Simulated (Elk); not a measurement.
## Elk run on Cu3Pd (Pm-3m, 4 atoms in the cell): self-consistent single point

Level of theory: PBEsol, all-electron FP-LAPW, Elk's shipped species files, default APW+lo basis (Elk).

Input:

```
tasks
  0

xctype
  22

rgkmax
  7.0

rmtscf
  0.92

stype
  3

swidth
  0.00183747

avec
    6.9653093974    0.0000000000    0.0000000000
    0.0000000000    6.9653093974    0.0000000000
    0.0000000000    0.0000000000    6.9653093974

atoms
  2   : nspecies
  'Cu.in'   : spfname
  3   : natoms; atposl, bfcmt below
  0.0000000000  0.5000000000  0.5000000000    0.0 0.0 0.0
  0.5000000000  0.0000000000  0.5000000000    0.0 0.0 0.0
  0.5000000000  0.5000000000  0.0000000000    0.0 0.0 0.0
  'Pd.in'   : spfname
  1   : natoms; atposl, bfcmt below
  0.0000000000  0.0000000000  0.0000000000    0.0 0.0 0.0

ngridk
  9 9 9
```

Log, with long lists cut:

```
│ Elk code version 10.2.4 │

All units are atomic (Hartree, Bohr, etc.)

│ Ground-state run starting from atomic densities │

Lattice vectors :
   6.965309397       0.000000000       0.000000000
   0.000000000       6.965309397       0.000000000
   0.000000000       0.000000000       6.965309397

Unit cell volume      :    337.9257119
Brillouin zone volume :   0.7340377034

Muffin-tin inner radius fraction :   0.1000000000E-01

Nuclei treated as point charges

Species :    1 (Cu)
 parameters loaded from : Cu.in
 name : copper
 nuclear charge    :   -29.00000000
 electronic charge :    29.00000000
 atomic mass :    115837.2717
 muffin-tin radius :    2.208000000
 number of radial points in muffin-tin :    497
 atomic positions (lattice), magnetic fields (Cartesian) :
   1 :   0.00000000  0.50000000  0.50000000    0.00000000  0.00000000  0.00000000
   2 :   0.50000000  0.00000000  0.50000000    0.00000000  0.00000000  0.00000000
   3 :   0.50000000  0.50000000  0.00000000    0.00000000  0.00000000  0.00000000

Species :    2 (Pd)
 parameters loaded from : Pd.in
 name : palladium
 nuclear charge    :   -46.00000000
 electronic charge :    46.00000000
 atomic mass :    193991.7925
 muffin-tin radius :    2.392000000
 number of radial points in muffin-tin :    497
 atomic positions (lattice), magnetic fields (Cartesian) :
   1 :   0.00000000  0.00000000  0.00000000    0.00000000  0.00000000  0.00000000

Total number of atoms per unit cell :    4

Spin treatment :
 spin-unpolarised

Number of Bravais lattice symmetries :   48
Number of crystal symmetries         :   48
Crystal has inversion symmetry
Real symmetric eigensolver will be used

k-point grid :      9     9     9
k-point offset :    0.000000000       0.000000000       0.000000000
k-point set is reduced with full crystal symmetry group
Total number of k-points :       35

Muffin-tin radius times maximum |G+k| :    7.000000000
 using average radius
   [... lines left out ...]
Maximum |G| for potential and density :    12.00000000
 potential will be trimmed for |G| > 2 gkmax
Constant for pseudocharge density :    7
Radial integration step length :    4

G-vector grid sizes :     27    27    27
Number of G-vectors :     9795

Maximum angular momentum used for
 APW functions                      :    8
 outer part of muffin-tin           :    6
 inner part of muffin-tin           :    1

Total nuclear charge    :   -133.0000000
Total core charge       :    64.00000000
Total valence charge    :    69.00000000
Total excess charge     :    0.000000000
Total electronic charge :    133.0000000

Effective Wigner radius, rₛ :   0.8465000648

Number of empty states         :   16
Total number of valence states :   51
Total number of core states    :   64

Total number of local-orbitals :   69

Exchange-correlation functional :     22     0     0
 PBEsol, Phys. Rev. Lett. 100, 136406 (2008)
 gradient requirement :    1
 generalised gradient approximation (GGA)

Smearing type :    3
 Fermi-Dirac
Smearing width :   0.1837470000E-02
Effective electronic temperature (K) :    580.2271348

Mixing type :    3
 Broyden mixing, J. Phys. A: Math. Gen. 17, L317 (1984)

Kohn-Sham potential initialised from atomic data
│ Self-consistent loop started │
│ Loop number : 1 │
 total energy                :     -9958.34418460
│ Loop number : 2 │
 total energy                :     -9960.71827309
RMS change in Kohn-Sham potential (target) :   0.4578799308     (  0.1000000000E-05)
Absolute change in total energy (target)   :    2.374088489     (  0.1000000000E-03)
│ Loop number : 3 │
 total energy                :     -9971.50846189
RMS change in Kohn-Sham potential (target) :   0.3658660619     (  0.1000000000E-05)
Absolute change in total energy (target)   :    11.38371093     (  0.1000000000E-03)
│ Loop number : 4 │
 total energy                :     -9974.82273291
RMS change in Kohn-Sham potential (target) :   0.3269723391     (  0.1000000000E-05)
Absolute change in total energy (target)   :    6.160198752     (  0.1000000000E-03)
│ Loop number : 5 │
 total energy                :     -9980.98248458
RMS change in Kohn-Sham potential (target) :   0.2679966569     (  0.1000000000E-05)
Absolute change in total energy (target)   :    7.699801357     (  0.1000000000E-03)
   [... lines left out ...]
Absolute change in total energy (target)   :   0.3184156690E-01 (  0.1000000000E-03)
│ Loop number : 14 │
 total energy                :     -10005.8451848
RMS change in Kohn-Sham potential (target) :   0.8516337107E-05 (  0.1000000000E-05)
Absolute change in total energy (target)   :   0.4837905291E-02 (  0.1000000000E-03)
│ Loop number : 15 │
 total energy                :     -10005.8452254
RMS change in Kohn-Sham potential (target) :   0.3380752367E-05 (  0.1000000000E-05)
Absolute change in total energy (target)   :   0.1250074763E-02 (  0.1000000000E-03)
│ Loop number : 16 │
 total energy                :     -10005.8450249
RMS change in Kohn-Sham potential (target) :   0.1156566020E-05 (  0.1000000000E-05)
Absolute change in total energy (target)   :   0.1120520737E-03 (  0.1000000000E-03)
│ Loop number : 17 │
 total energy                :     -10005.8449777
RMS change in Kohn-Sham potential (target) :   0.2816293821E-06 (  0.1000000000E-05)
Absolute change in total energy (target)   :   0.1922651609E-04 (  0.1000000000E-03)
Convergence targets achieved

│ Loop number : 18 │

Energies :
 Fermi                       :     0.268472891224
 sum of eigenvalues          :     -5853.47330466
 electron kinetic            :      10312.2877764
 core electron kinetic       :      9585.49967349
 Coulomb                     :     -19977.4269209
 Coulomb potential           :     -15718.8375009
 nuclear-nuclear             :     -1179.83215497
 electron-nuclear            :     -21876.3520310
 Hartree                     :      3078.75726505
 Madelung                    :     -12118.0081704
 xc potential                :     -446.923580137
 exchange                    :     -333.214591964
 correlation                 :     -7.49076439942
 electron entropic           :    -0.459564780608E-03
 total energy                :     -10005.8449605

Density of states at Fermi energy :    40.49963032
 (states/Hartree/unit cell)

Estimated indirect band gap :   0.1654171426E-02
 from k-point     35 to k-point     33
Estimated direct band gap   :   0.9970112811E-02
 at k-point     35

Charges :
 core                        :    64.00000000
 valence                     :    69.00000000
 interstitial                :    4.906357871
 muffin-tins (core leakage)
  species :    1 (Cu)
   atom    1                 :    27.81751979     (  0.4707773857E-03)
   atom    2                 :    27.81751979     (  0.4707773857E-03)
   atom    3                 :    27.81751979     (  0.4707773857E-03)
  species :    2 (Pd)
   atom    1                 :    44.64108276     (  0.2917094832E-07)
 total in muffin-tins        :    128.0936421
 total calculated charge     :    132.9953216
 total charge                :    133.0000000
 error                       :   0.4678445834E-02

│ Self-consistent loop stopped │
```

The run converged in 18 iterations. The count includes the last loop, which Elk runs after its targets are met.

The starting cell comes from a database of computed structures (which also holds hypothetical and non-ambient phases and stackings), without a prior relaxation at this level. Its lattice was rescaled by a random factor within 2.5 % of one. Spin polarisation is off. Values depend on the basis (sphere radii, cutoffs, local orbitals), which need not be converged. The log's line on a gap gives a spacing of levels on this mesh, which the program prints for metals too.
